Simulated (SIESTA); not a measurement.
Troubleshooting SIESTA: a failed run on Mg (P6_3/mmc, 2 atoms in the cell). The aim is a self-consistent single point with DFT, LDA PW92, numerical atomic orbitals DZP, PseudoDojo LDA standard norm-conserving potentials (rewritten from UPF to PSML).

This input was run:

```
# files in the folder: Mg.psml (PseudoDojo LDA standard)
SystemName  Mg
SystemLabel Mg

NumberOfAtoms                2
NumberOfSpecies              1
%block ChemicalSpeciesLabel
  1 12 Mg
%endblock ChemicalSpeciesLabel
LatticeConstant              1.0 Ang
%block LatticeVectors
     3.197396000    0.000000000    0.000000000
    -1.598698000    2.769026000    0.000000000
     0.000000000    0.000000000    5.182330000
%endblock LatticeVectors
AtomicCoordinatesFormat      Ang
%block AtomicCoordinatesAndAtomicSpecies
    -0.000001599    1.846018256    1.295582500  1
     1.598699599    0.923007744    3.886747500  1
%endblock AtomicCoordinatesAndAtomicSpecies

XC.functional                LDA
XC.authors                   PW92
PAO.BasisSize                DZP
PAO.EnergyShift              0.005 Ry
MeshCutoff                   400 Ry
%block kgrid.MonkhorstPack
    8   0   0  0.0
    0   8   0  0.0
    0   0   5  0.0
%endblock kgrid.MonkhorstPack
OccupationFunction           FD
ElectronicTemperature        0.1 eV

MaxSCFIterations             2
SCF.Mixer.Method             Pulay
SCF.Mixer.Weight             0.1
SCF.Mixer.History            6
SCF.DM.Tolerance             1.0E-05
Diag.ParallelOverK           true
WriteForces                  true
```

Log, with long lists cut:

```
        iscf     Eharris(eV)        E_KS(eV)     FreeEng(eV)     dDmax    Ef(eV) dHmax(eV)
   scf:    1    -3219.231838    -3224.826037    -3224.844372  0.904975 -3.270244  2.821604
   scf:    2    -3224.843612    -3224.834857    -3224.853088  0.010387 -3.282860  2.502419
SCF_NOT_CONV: SCF did not converge in maximum number of steps (required).
SCF_NOT_CONV: SCF did not converge in maximum number of steps (required).
Geom step, scf iteration, dDmax, dHmax:    0     2      0.010387     0.183924
Geom step, scf iteration, dDmax, dHmax:    0     2      0.010387     0.183924

ABNORMAL_TERMINATION
ABNORMAL_TERMINATION
Stopping Program from Node:    0
Stopping Program from Node:    0
```

Problem. Find the mistake and give the fix.

Solution. The fault is an iteration limit that is too low. The loop is cut before its threshold is met, so whatever is printed at the end is not self-consistent. To fix it, raise the limit, or leave it to the default. The run ended unconverged after 2 iterations.

The sound input it was made from differs as follows (other fixes are possible):
```diff
-MaxSCFIterations             2
+MaxSCFIterations             150
```

With that input, the run converged in 7 iterations: free energy E − TS -3224.8842 eV; Fermi level (on the code's own zero) -3.38 eV; pressure 0.91 GPa (DFT, LDA PW92, numerical atomic orbitals DZP, PseudoDojo LDA standard norm-conserving potentials (rewritten from UPF to PSML)).

On the sound input: the starting cell comes from a database of computed structures (which also holds hypothetical and non-ambient phases and stackings), without a prior relaxation at this level. Its lattice was rescaled by a random factor within 2.5 % of one. Values carry the incompleteness of an atom-centred basis.
